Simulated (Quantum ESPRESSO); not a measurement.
Quantum ESPRESSO run on Na (Im-3m, 1 atom in the cell): self-consistent single point.

Level of theory: PBE, PSlibrary ultrasoft (PBE, semicore) pseudopotentials (plane waves; Quantum ESPRESSO).

The change in words: lattice scaled by 0.98; ecutwfc: 40 Ry → 150 Ry; ecutrho: 200 Ry → 900 Ry; pseudopotentials: {Na: na_pbe_v1.5.uspp.F.UPF} → {Na: Na.pbe-spn-rrkjus_psl.1.0.0.UPF}. Reference geometry:
```yaml
crystal:
  lattice:
    - [-2.14065, 2.14065, 2.14065]
    - [2.14065, -2.14065, 2.14065]
    - [2.14065, 2.14065, -2.14065]
  atoms:
    - { symbol: Na, position: [0.00000, 0.00000, 0.00000] }
```

Reference input (self-consistent single point, DFT, PBE, plane waves, GBRV 1.5 ultrasoft (PBE) pseudopotentials): ecutwfc = 40 Ry; ecutrho = 200 Ry; occupations = smearing; smearing = fermi-dirac; degauss = 0.0073499 Ry; potentials = {Na: na_pbe_v1.5.uspp.F.UPF}; K_POINTS = automatic 9 9 9 0 0 0; conv_thr = 1e-09 Ry; mixing_beta = 0.5. This run's input differs from it in these lines:

```diff
@@ -12,4 +12,4 @@
  ntyp = 1,
- ecutwfc = 40,
- ecutrho = 200,
+ ecutwfc = 150,
+ ecutrho = 900,
  occupations = 'smearing',
@@ -23,3 +23,3 @@
 ATOMIC_SPECIES
-Na    22.9898  na_pbe_v1.5.uspp.F.UPF
+Na    22.9898  Na.pbe-spn-rrkjus_psl.1.0.0.UPF
 ATOMIC_POSITIONS {alat}
@@ -29,5 +29,5 @@
 CELL_PARAMETERS {bohr}
-  -4.045242229     4.045242229     4.045242229
-   4.045242229    -4.045242229     4.045242229
-   4.045242229     4.045242229    -4.045242229
+  -3.964337384     3.964337384     3.964337384
+   3.964337384    -3.964337384     3.964337384
+   3.964337384     3.964337384    -3.964337384
```

Output, abridged:

```
     Self-consistent Calculation

     iteration #  1     ecut=   150.00 Ry     beta= 0.50

     Threshold (ethr) on eigenvalues was too large:
     Diagonalizing with lowered threshold

     c_bands:  1 eigenvalues not converged

     total energy              =     -97.01535757 Ry
     estimated scf accuracy    <       0.00090424 Ry

     iteration #  2     ecut=   150.00 Ry     beta= 0.50

     total energy              =     -97.01539440 Ry
     estimated scf accuracy    <       0.00016611 Ry

     iteration #  3     ecut=   150.00 Ry     beta= 0.50

     total energy              =     -97.01542487 Ry
     estimated scf accuracy    <       0.00002558 Ry

   [... 5 blocks of this kind left out ...]

     iteration #  9     ecut=   150.00 Ry     beta= 0.50

     total energy              =     -97.01543184 Ry
     estimated scf accuracy    <          1.5E-09 Ry

     iteration # 10     ecut=   150.00 Ry     beta= 0.50
     End of self-consistent calculation

     the Fermi energy is     1.5969 ev

!    total energy              =     -97.01543185 Ry
     estimated scf accuracy    <          2.2E-10 Ry
     smearing contrib. (-TS)   =      -0.00096778 Ry
     internal energy E=F+TS    =     -97.01446407 Ry

     convergence has been achieved in  10 iterations

     Forces acting on atoms (cartesian axes, Ry/au):

     atom    1 type  1   force =     0.00000000    0.00000000    0.00000000

     Total force =     0.000000     Total SCF correction =     0.000000

          total   stress  (Ry/bohr**3)                   (kbar)     P=        0.43
   0.00000293   0.00000000   0.00000000            0.43        0.00        0.00
   0.00000000   0.00000293   0.00000000            0.00        0.43        0.00
   0.00000000   0.00000000   0.00000293            0.00        0.00        0.43

   JOB DONE.
```

The run converged in 10 iterations. Against the reference run the pressure goes from -0.41 to 0.04 GPa. The full log also holds: “c_bands:  1 eigenvalues not converged”.

The starting cell has typed, rounded lattice constants, without a prior relaxation at this level. Its lattice was rescaled by up to half a per cent. For this run, on top of that: lattice scaled by 0.98.

Cost on one core of a shared machine: roughly 50 s.
